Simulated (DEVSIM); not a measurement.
Device: Pt/Al2O3/n-Ge capacitor, at 300 K.

| layer (left to right) | material | thickness (nm) | Nd (cm⁻³) |
|---|---|---|---|
| 1 | Al2O3 | 28.0 | - |
| 2 | Ge | 9900 | 3.6e15 |

Metal gate on the left, work function 5.6 eV. Fixed charge at the semiconductor interface 2.9e10 cm⁻² (in units of +e); no interface traps.

The device is made up for the run: typed textbook-type constants, with dimensions and the other settings drawn at random. Values at 300 K; Nc and Nv go as T^1.5, mobilities as T to minus their exponent, the gap by Varshni's rule with the affinity fixed.

| parameter | Al2O3 | Ge |
|---|---|---|
| gap (eV) | 6.8 | 0.664 |
| affinity (eV) | 1.35 | 4 |
| permittivity | 9 | 16 |
| Nc (cm⁻³) | - | 1.04e19 |
| Nv (cm⁻³) | - | 6e18 |
| Varshni α (eV/K) | - | 0.000477 |
| Varshni β (K) | - | 235 |

DEVSIM, 1D Poisson equation in equilibrium, Boltzmann statistics, complete ionisation; no quantum confinement or tunnelling. Metal contacts follow the ideal Schottky-Mott rule: no Fermi-level pinning, no interface dipoles.

Base results: minimum of the low-frequency capacitance (μF/cm²) 0.0442; threshold voltage (band bending 2φF) (V) 1.04; flat-band voltage (V) 1.38.

What follows from this one change: interface trap density 0 → 1e+10 cm^-2 eV^-1?

minimum of the low-frequency capacitance 0.0442 → 0.0453 μF/cm²; threshold voltage (band bending 2φF) little changed (1.04 V); flat-band voltage little changed (1.38 V).

What follows from this one change: gate work function 5.6 → 5.45 eV?

minimum of the low-frequency capacitance little changed (0.0442 μF/cm²); threshold voltage (band bending 2φF) 1.04 → 0.89 V; flat-band voltage 1.38 → 1.23 V.

What follows from this one change: temperature 300 → 500 K?

minimum of the low-frequency capacitance 0.0442 → 0.176 μF/cm²; threshold voltage (band bending 2φF) 1.04 → 1.26 V; flat-band voltage 1.38 → 1.28 V.

What follows from this one change: fixed charge 2.9e+10 → 4.49e+11 cm^-2?

minimum of the low-frequency capacitance little changed (0.0445 μF/cm²); threshold voltage (band bending 2φF) 1.04 → 0.80 V; flat-band voltage 1.38 → 1.14 V.
